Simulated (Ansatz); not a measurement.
Consider HgTe in the zinc blende structure (space group F-43m, No. 216; a = 6.5098 Å).

Structures relaxed with PBEsol in Ansatz (plane waves to 420 eV, PAW, scalar-relativistic without spin-orbit coupling).

Base:

Simulated powder pattern, Cu Kα1, λ = 1.54056 Å (kinematic, ideal powder, no thermal factors, no anomalous dispersion; the 10 strongest lines at most, above 2 %, up to 2θ = 90°):

```
2θ (°)  I/Imax (%)    hkl
------  ----------  -----
23.65          100  (111)
27.38          5.5  (200)
39.11           78  (220)
46.21           51  (311)
56.50           13  (400)
62.10           21  (331)
70.86           27  (422)
75.88           16  (511)
84.03          8.9  (440)
88.86           17  (531)
```

Modification: every lattice vector is shortened by 2.00 %, atoms relaxed at fixed cell.

How do the reflections move or split?


Simulated powder pattern, Cu Kα1, λ = 1.54056 Å (kinematic, ideal powder, no thermal factors, no anomalous dispersion; the 10 strongest lines at most, above 2 %, up to 2θ = 90°):

```
2θ (°)  I/Imax (%)    hkl
------  ----------  -----
24.14          100  (111)
27.95          5.5  (200)
39.94           77  (220)
47.21           51  (311)
57.76           13  (400)
63.51           21  (331)
65.36          2.4  (420)
72.53           27  (422)
77.72           16  (333)
86.16          8.9  (440)
```

The indices refer to the base's conventional cell; one index is shown for lines that coincide.

The cells carry an imposed strain or load. No phonon test of stability was made. All final runs are without spin polarisation.

Ansatz is a first-principles code.
